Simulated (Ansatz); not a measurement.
A self-consistent single point of BeSe (Pm-3m, 2 atoms in the cell) with Ansatz (a program for electronic structure).

Method of the run: LDA (PW92), default PAW files made with PBE (plane waves; Ansatz).

```xyz
2
Lattice="2.8243 0.0000 0.0000 0.0000 2.8243 0.0000 0.0000 0.0000 2.8243" Properties=species:S:1:pos:R:3 pbc="T T T"
Be     0.0000     0.0000     0.0000
Se     1.4121     1.4121     1.4121
```

Reference input (self-consistent single point, DFT, LDA (PW92), plane waves, default PAW files made with PBE): basis.ecutwfc = 420 eV; kpoints.mp_grid.grid = 12 12 12; hamiltonian.xc = lda; hamiltonian.pseudopotentials = {kind: paw} (the program's default PAW files); scf.occupations.method = cold; scf.occupations.width = 0.136 eV. This run's input differs from it in these lines:

Ansatz 0.2 input:
```diff
@@ -12,3 +12,3 @@
 kpoints:
-  mp_grid: { grid: [12, 12, 12] }
+  mp_grid: { grid: [13, 13, 13] }
 hamiltonian:
@@ -17,3 +17,3 @@
 scf:
-  occupations: { method: cold, width: 0.136 }
+  occupations: { method: cold, width: 0.3 }
 output:
```

Output (repeated stretches shortened):

```
SCF iter   1: F=—  HF=-5470.085312 eV  |F-HF|=—  |Δ(HF+E_count)|=         —  Δρ=8.69e-3  dr2=2.68e-2  ethr=1.77e-3  ⟨swp⟩=5.1  Hψ=5826  notcnv=0
all-band conjugate gradients solve this SCF's bands
preconditioner: auto → none
SCF iter   2: F=—  HF=-5470.078319 eV  |F-HF|=—  |Δ(HF+E_count)|=   6.99e-3  S|Δr|=    0.00e0  Δρ=5.04e-3  dr2=8.01e-3  ethr=1.49e-4  ⟨swp⟩=1.0  Hψ=1764  notcnv=0
SCF iter   3: F=—  HF=-5470.075508 eV  |F-HF|=—  |Δ(HF+E_count)|=   2.81e-3  S|Δr|=    0.00e0  Δρ=7.99e-4  dr2=4.51e-5  ethr=4.45e-5  ⟨swp⟩=2.1  Hψ=1341  notcnv=0
SCF iter   4: F=—  HF=-5470.075444 eV  |F-HF|=—  |Δ(HF+E_count)|=   6.41e-5  S|Δr|=    0.00e0  Δρ=2.05e-4  dr2=6.11e-6  ethr=2.51e-7  ⟨swp⟩=2.1  Hψ=1662  notcnv=0
SCF iter   5: F=-5470.075442 eV  HF=-5470.075442 eV  |F-HF|=6.69e-10  |Δ(HF+E_count)|=   2.54e-6  S|Δr|=    0.00e0  Δρ=1.38e-5  dr2=1.44e-8  ethr=5.56e-10  ⟨swp⟩=4.0  Hψ=5358  notcnv=0
SCF 1 converged in 5 iterations: F = -5470.075442 eV  dr2 = 1.44e-8
Stability not checked (fill_not_monotonic)
Free energy (F): -5470.075442 eV
Internal energy: -5470.071551 eV  (E = F + TS)
E sigma→0 (E₀):  -5470.074145 eV
Entropy (-TS):   -0.003891 eV (-1.945 meV/atom)
Fermi energy:    14.657476 eV
--- Forces (eV/Å), atoms counted from 1 ---
  atom   1  Be    -0.00000000     0.00000000    -0.00000000
  atom   2  Se     0.00000000    -0.00000000     0.00000000
--- Stress (GPa, compression-positive) ---
       30.041881       0.000000       0.000000
        0.000000      30.041881       0.000000
       -0.000000       0.000000      30.041881
  P = ⅓ Tr σ = 30.0419 GPa (300.419 kbar)
  The stress holds the Pulay correction. Without it, at fixed plane waves, as pw.x and ABINIT print it: P = 30.0027 GPa
```

The run converged in 5 iterations. Against the reference run the free energy goes up by 7.8 meV/atom and the pressure goes from 30.37 to 30.04 GPa.

The starting cell was generated: these elements placed on a structure prototype, without a prior relaxation; it need not be a known phase or ordering of this composition. With a pressure of about 30 GPa the cell is away from its equilibrium volume at this level. Ansatz's pressure includes its estimate of the finite-basis (Pulay) stress. The run gives no clean gap (levels at the Fermi energy touch, overlap or are partly filled at this smearing), which alone does not show that the compound is a metal.
